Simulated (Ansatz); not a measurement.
Start from TiB$_{2}$ (space group P6/mmm, No. 191; a = 3.025 Å, c = 3.224 Å).

Method: r2SCAN (Ansatz, a first-principles code; PAW; 500 eV plane waves; without spin-orbit coupling), earlier PAW set.

One change was made to it. Results:

The density grows by 0.827 g/cm³ (4.52 g/cm³ → 5.34 g/cm³); the c/a ratio drops by 0.022 (1.066 → 1.044); the shortest interatomic distance drops by 0.0839 Å (1.746 Å → 1.663 Å).

Task: What was done to the base?
A) pressure 60 GPa
B) pressure 18 GPa
C) pressure −1 GPa

Result: A, pressure 60 GPa. For comparison, the density in the other runs: pressure −1 GPa gives 4.50 g/cm³; pressure 18 GPa gives 4.81 g/cm³.

Load acts through the strain it causes; cell and atoms are relaxed under it. Stability against distortions was not tested. Competing high-pressure phases were not computed. All final runs are without spin polarisation.
